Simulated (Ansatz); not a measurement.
Na in the bcc (W type) structure (space group Im-3m, No. 229)

```yaml
crystal:
  lattice:
    - [-2.08537, 2.08537, 2.08537]
    - [2.08537, -2.08537, 2.08537]
    - [2.08537, 2.08537, -2.08537]
  atoms:
    - { symbol: Na, position: [0.00000, 0.00000, 0.00000] }
```

Method: plane-wave PAW DFT at the PBEsol level (Ansatz, a first-principles code, 420 eV), without spin-orbit coupling. Settings: 16×16×16 k-points, 0.05 eV Fermi–Dirac smearing.

| Item | Result |
|---|---|
| Volume per atom | 36.28 Å³ |
| Density | 1.05 g/cm³ |
| Band gap | zero |
| Total energy | -1475.870 eV/atom (σ→0; compares only within this code and set-up) |

Whether these cells are dynamically stable was not tested.
